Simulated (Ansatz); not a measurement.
Base system: SiO2 (space group P3_221, No. 154).

```yaml
crystal:
  lattice:
    - [4.94899, 0.00000, 0.00000]
    - [-2.47450, 4.28595, 0.00000]
    - [0.00000, 0.00000, 5.44148]
  atoms:
    - { symbol: Si, position: [0.00000, 0.47043, 0.33333] }
    - { symbol: Si, position: [0.52957, 0.52957, 0.00000] }
    - { symbol: Si, position: [0.47043, 0.00000, 0.66667] }
    - { symbol: O, position: [0.26679, 0.41257, 0.21435] }
    - { symbol: O, position: [0.58743, 0.85422, 0.88102] }
    - { symbol: O, position: [0.73321, 0.14578, 0.45231] }
    - { symbol: O, position: [0.85422, 0.58743, 0.11898] }
    - { symbol: O, position: [0.41257, 0.26679, 0.78565] }
    - { symbol: O, position: [0.14578, 0.73321, 0.54769] }
```

Cartesian axes are those of the cell as printed.

Level of theory: PBEsol (Ansatz, a first-principles code; PAW; 420 eV plane waves; scalar-relativistic without spin-orbit coupling).

The change: every lattice vector is stretched by 0.75 %; the atoms relax in the strained cell.

Q: Predict the stress tensor and what it implies for the stiffness.

A: Stress of the strained cell less that of the base (GPa, compression positive):
```
  -0.62    0.00    0.00
   0.00   -0.62    0.00
   0.00    0.00   -0.76
```

Then B = −ΔP/(ΔV/V₀) with ΔV/V₀ = 0.0227 gives secant stiffness values (nonlinear terms included at this strain): B (at held cell shape, above the free-shape value) ≈ 29 GPa.

Whether these cells are dynamically stable was not tested.
